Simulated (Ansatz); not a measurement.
Structures of equal composition on the (100) surface of fcc Cu: one row in 2 of the top plane missing; c(2x2), one Cu site of the top plane empty. The slabs share one bottom face, and each structure is named by its start. These are constructed structures in small cells; real faces may alloy, dewet or reconstruct in larger ones, and not all known structures of the face are among them. Slabs of about 9 Å with all that they carry, Fermi-Dirac smearing of 0.1 eV. Bottom of the slabs: a bare face, its two planes held. Relaxed from the named starts with such symmetry as they have, on meshes of like density; energies extrapolated to zero smearing; no spin-orbit coupling, no U. Spin-polarised runs, if any, are marked in brackets, and their order is one that fits the cell; the others ran without spin. The cells differ, so small differences also carry the error of unlike k-meshes.

Method: PBE (plane waves to 420 eV, PAW; Ansatz, a program for electronic structure).

Problem. Rank these by energy per 1x1 cell (lowest first), as PBE gives it.

Solution. one row in 2 of the top plane missing (0.00 eV), c(2x2), one Cu site of the top plane empty (0.13 eV)
